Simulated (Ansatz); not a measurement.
Cost and result by functional for the adsorption energy of SiH3 on the 1x1 (111) surface of fcc Ag, one in a 2x2 cell, started at the site 'bridge Ag-Ag (span 2.9 Å)', in Ansatz (plane waves, PAW). Single points on the PBE structure, on one kind of machine; costs are rough ratios of the slab run's core time (references not counted) to the cheapest single point. r2SCAN's cost holds its higher cutoff (500 against 420 eV). Differences are taken against r2SCAN for comparison alone: no measured value is at hand, so the table doesn't rank accuracy.

Model: 20-atom slab, 7.1 Å thick at the start under the adsorbate (thin: gaps and levels are the slab's own), 6x6x1 mesh, Fermi-Dirac 0.1 eV, dipole correction, 8 atoms held, the rest relaxed; no symmetry held; spin-polarised, no spin-orbit, no U, no dispersion correction. The starting moment vanished. At the end it is bonded to 2 Ag. In PBE this state lies 0.06 eV over the lowest of the starts that converged ('hollow Ag-Ag-Ag over Ag at depth 2.4 Å'). These notes are the PBE run's. r2SCAN: The program's check for a lower electronic state was not made. Adsorption energies are against SiH4(g) − ½ H2(g). A negative adsorption energy means that the adsorbate is more stable on the surface than in its reference.

```csv
functional,relative cost,adsorption energy (eV),less r2SCAN (eV)
RPBE,1,0.41,0.38
r2SCAN,2,0.04,0.00
PBE (the relaxed run's value),–,0.16,0.12
```

The values span 0.38 eV, while the single points' costs differ by a factor of roughly 2. Differences are of unrounded values.

Ansatz is a program for electronic structure.
